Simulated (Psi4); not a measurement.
Psi4 1.11, unrestricted PBE/def2-svp: tert-butyl chloride anion (CC(C)(C)Cl), charge -1, multiplicity 2, 14 atoms. The geometry is a generated start, not checked to be a minimum at this level.

```
Item                                                Result
--------------------------  ------------------------------
task                                                energy
method                                                 pbe
basis                                             def2-svp
memory                                                3 GB
maxiter                                                100
keys of the molecule block                     symmetry c1
scf_type                                      df (default)
guess                       auto, which took SAD (default)
scf_initial_accelerator                    adiis (default)
e_convergence                              1e-06 (default)
d_convergence                              1e-06 (default)
dft_radial_points                             75 (default)
dft_spherical_points                         302 (default)
basis functions                                        119
grid points                                         295213
```

```xyz
14

C     -0.2869     1.4284    -0.0095
C      0.0295    -0.0199     0.3352
C      1.3583    -0.4578    -0.2662
C     -1.1022    -0.9489    -0.0801
Cl     0.1869    -0.1272     2.1326
H     -0.4020     1.5306    -1.0870
H     -1.2096     1.7440     0.4719
H      0.5159     2.0846     0.3189
H      2.1642     0.1894     0.0724
H      1.5913    -1.4797     0.0229
H      1.3019    -0.4066    -1.3519
H     -1.2151    -0.9281    -1.1622
H     -2.0399    -0.6379     0.3752
H     -0.8925    -1.9710     0.2278
```

Charge -1 and multiplicity 2 are set for this test and not shown to be the ground state.

One run each on 2 threads. Values of diis_max_vecs tried: 3, 6, 10 (default), 20.

Question: How does the count of SCF iterations change with diis_max_vecs, and where is it least?

Answer: Fewest SCF iterations, within one of each other: 6 with 12, 10 (default) with 12, 20 with 12. The count rises to 19 at 3. All converge to one solution.

```json
[
 {"diis_max_vecs": "3", "SCF iterations": "19", "end": "same solution"},
 {"diis_max_vecs": "6", "SCF iterations": "12", "end": "same solution"},
 {"diis_max_vecs": "10 (default)", "SCF iterations": "12", "end": "same solution"},
 {"diis_max_vecs": "20", "SCF iterations": "12", "end": "same solution"}
]
```
